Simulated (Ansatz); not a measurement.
Output of an Ansatz run (abridged):

```
WARN ansatz: RAYON_NUM_THREADS=1 ignored (pool sized by the plan → 1); use --threads N
Pseudopotentials: kind: paw
Pseudopotential: Tl, paw, valence charge 13
Pseudopotential: Cl, paw, valence charge 7
Crystal: 2 atoms, lattice volume = 56.623 Å³
Basis set: ecut = 420.4159175005146 eV, 1141 PW (Γ), exchange–correlation on 54×54×54 points (8 copies of the dense FFT grid, shifted against one another)
Bands: 14, of which v1, the nominal top of the filled ones, is band 10 counted from 1 (9 counted from 0)
Symmetry: 48 space group operations
Space group: Pm-3m (ITA 221), of the structure as read, at distance tolerance 3.8e-5 Å
k-points: 20 of 343
Initial density: superposition of atomic densities (neutral atoms: chi_scale 0, normalization atom), corrected by the library's trained network
Initial wavefunctions: pseudopotential atomic-orbital guess
Eigensolver: davidson
Functional: x = pbe(κ = 0.804, μ = 0.2195149727645171), c = pbe(β = 0.06672455060314922)
SCF iter   1: F=—  HF=-12525.601581 eV  |F-HF|=—  |Δ(HF+E_count)|=         —  Δρ=5.23e-4  dr2=1.55e-4  ethr=1.77e-3  ⟨swp⟩=6.3  Hψ=1564  notcnv=0
all-band conjugate gradients solve this SCF's bands
preconditioner: auto → none
SCF iter   2: F=—  HF=-12525.601041 eV  |F-HF|=—  |Δ(HF+E_count)|=   5.40e-4  Δρ=1.06e-3  dr2=1.20e-3  ethr=7.74e-7  ⟨swp⟩=3.0  Hψ=749  notcnv=0
SCF iter   3: F=—  HF=-12525.600822 eV  |F-HF|=—  |Δ(HF+E_count)|=   2.19e-4  Δρ=6.70e-4  dr2=4.87e-4  ethr=7.74e-7  ⟨swp⟩=2.0  Hψ=480  notcnv=0
SCF iter   4: F=—  HF=-12525.600717 eV  |F-HF|=—  |Δ(HF+E_count)|=   1.05e-4  Δρ=3.13e-4  dr2=1.06e-4  ethr=7.74e-7  ⟨swp⟩=2.0  Hψ=430  notcnv=0
SCF iter   5: F=—  HF=-12525.600687 eV  |F-HF|=—  |Δ(HF+E_count)|=   2.93e-5  Δρ=1.15e-4  dr2=2.96e-6  ethr=5.28e-7  ⟨swp⟩=2.0  Hψ=479  notcnv=0
SCF iter   6: F=—  HF=-12525.600773 eV  |F-HF|=—  |Δ(HF+E_count)|=   8.56e-5  Δρ=4.92e-4  dr2=2.55e-4  ethr=1.48e-8  ⟨swp⟩=3.0  Hψ=544  notcnv=0
SCF iter   7: F=—  HF=-12525.600699 eV  |F-HF|=—  |Δ(HF+E_count)|=   7.43e-5  Δρ=1.15e-4  dr2=1.37e-5  ethr=1.48e-8  ⟨swp⟩=3.0  Hψ=540  notcnv=0
SCF iter   8: F=—  HF=-12525.600695 eV  |F-HF|=—  |Δ(HF+E_count)|=   3.31e-6  Δρ=5.28e-5  dr2=2.92e-6  ethr=1.48e-8  ⟨swp⟩=2.0  Hψ=480  notcnv=0
SCF iter   9: F=—  HF=-12525.600694 eV  |F-HF|=—  |Δ(HF+E_count)|=   8.41e-7  Δρ=1.31e-5  dr2=1.81e-7  ethr=1.46e-8  ⟨swp⟩=2.0  Hψ=333  notcnv=0
SCF iter  10: F=-12525.600694 eV  HF=-12525.600694 eV  |F-HF|=0.00e0  |Δ(HF+E_count)|=   5.40e-8  Δρ=1.18e-7  dr2=3.75e-12  ethr=5.00e-10  ⟨swp⟩=4.0  Hψ=942  notcnv=0
SCF 1 converged in 10 iterations: F = -12525.600694 eV  dr2 = 3.75e-12
SCF converged after 10 iterations
Free energy (F): -12525.600694 eV
Harris-Foulkes:  -12525.600694 eV  (|F-HF|=0.00e0)
Internal energy: -12525.600694 eV  (E = F + TS)
E sigma→0 (E₀):  -12525.600694 eV
Fermi energy:    6.252893 eV
--- Per-component energies (eV) ---
  E_band       = -39.688397
  E_kinetic    = 492.331187
  E_local      = -1194.836532  (includes V_loc(G=0)·N_el)
  E_nonlocal   = 346.409091
  E_hartree    = 423.260789
  E_xc         = -338.440307
  E_vxc        = -264.449524  (∫ρ·V_xc dr)
  E_paw        = -10820.954343  (= ΣΔE_a)
  E_vpaw       = -265.664284  (= ΣTr[D̂ρ^β])
  E_aug_tail   = 0.000124  (compensation charges beyond the density's cutoff)
  E_ewald      = -1433.370705
  E_smearing   = -0.000000  (= −TS)
  E_closure    = -0.000000  (closes the sum)
  Σ components = -12525.600694   (vs F -12525.600694, Δ=0.00e0)
--- Forces (eV/Å), atoms counted from 1 ---
  atom   1  Tl    -0.00000000     0.00000000    -0.00000000
  atom   2  Cl     0.00000000     0.00000000    -0.00000000
  max |Σ_I F_I| component: 4.11e-30 eV/Å
--- Stress (GPa, compression-positive) ---
        1.152345       0.000000       0.000000
       -0.000000       1.152345      -0.000000
        0.000000      -0.000000       1.152345
  P = ⅓ Tr σ = 1.1523 GPa (11.523 kbar)
  The stress holds the Pulay correction. Without it, at fixed plane waves, as pw.x and ABINIT print it: P = 1.1290 GPa
--- Band table (eV; the first three rows and the last of 20) ---
  k-point 0: bands = ["-8.6067", "-4.7858", "-4.7858", "-4.5441", "-4.5441", "-4.5441", "0.6088", "3.6399", "3.6399", "3.6399", "12.9523", "12.9523", "12.9523", "12.9538"]
  k-point 1: bands = ["-8.5625", "-4.7831", "-4.7529", "-4.5593", "-4.5593", "-4.5427", "0.4301", "3.7154", "3.7154", "3.8047", "11.1312", "12.7141", "12.7141", "13.0766"]
  k-point 2: bands = ["-8.4593", "-4.7771", "-4.6814", "-4.5930", "-4.5930", "-4.5396", "0.0540", "3.8930", "3.8930", "4.2924", "9.0960", "12.1823", "12.1823", "13.4164"]
  k-point 19: bands = ["-8.0923", "-4.7120", "-4.7120", "-4.6876", "-4.4910", "-4.4910", "2.5214", "3.1302", "3.1302", "3.2376", "7.9421", "7.9421", "8.4664", "17.2240"]
```

The structure:

```xyz
2
Lattice="3.8400 0.0000 0.0000 0.0000 3.8400 0.0000 0.0000 0.0000 3.8400" Properties=species:S:1:pos:R:3 pbc="T T T"
Tl     0.0000     0.0000     0.0000
Cl     1.9200     1.9200     1.9200
```

Problem. Reconstruct the input of this run.

Solution. Other spellings and defaults could give the same log, and not every line can be read from it. The input that was run (DFT, PBE, plane waves, default PAW files):

Ansatz 0.2 input:
```yaml
# TlCl
crystal:
  lattice:
    - [3.84000000, 0.00000000, 0.00000000]
    - [0.00000000, 3.84000000, 0.00000000]
    - [0.00000000, 0.00000000, 3.84000000]
  atoms:
    - { symbol: Tl, position_ang: [0.00000000, 0.00000000, 0.00000000] }
    - { symbol: Cl, position_ang: [1.92000000, 1.92000000, 1.92000000] }
basis:
  ecutwfc: 30.9 Ry
kpoints:
  mp_grid: { grid: [7, 7, 7] }
hamiltonian:
  xc: pbe
  pseudopotentials: { kind: paw }
scf:
  occupations: { method: fermi_dirac, width: 0.0015 Ry }
output:
  forces: true
  eigenvalues: true
  stress: true
```

The starting cell has typed, rounded lattice constants, without a prior relaxation at this level. Spin-orbit coupling is off. Ansatz's pressure includes its estimate of the finite-basis (Pulay) stress. Another mesh or the band path of this cell gives a smaller gap, so this value is not converged in the mesh.

Ansatz is an electronic-structure program.
